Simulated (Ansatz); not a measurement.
Consider Re in the hcp (Mg type) structure (space group P6_3/mmc, No. 194; a = 2.752 Å, c = 4.440 Å; relaxed with 0.1 eV smearing). Axes: x lies along a and z along c of the hexagonal cell.

Computed with Ansatz (an electronic-structure program) PBEsol, scalar-relativistic without spin-orbit coupling.

Before the change:

- Shortest interatomic distance: 2.730 Å
- Pressure: 0.0 GPa
- Band gap: zero

Perturbation: tensor shear ε_xz = +1.71 % (engineering shear γ = 0.0342); the atoms relax in the strained cell.

### Question
Estimate the effect on the energy relative to the base, shortest interatomic distance, pressure and band gap.

### Answer
The energy rises by 9.2 meV/atom; the shortest interatomic distance shrinks by 0.038 Å, from 2.730 Å to 2.692 Å; the pressure (mean of the normal stresses, compression positive) goes from zero to 0.3 GPa; the band gap is still zero.

Whether these cells are dynamically stable was not tested. All final runs are without spin polarisation.
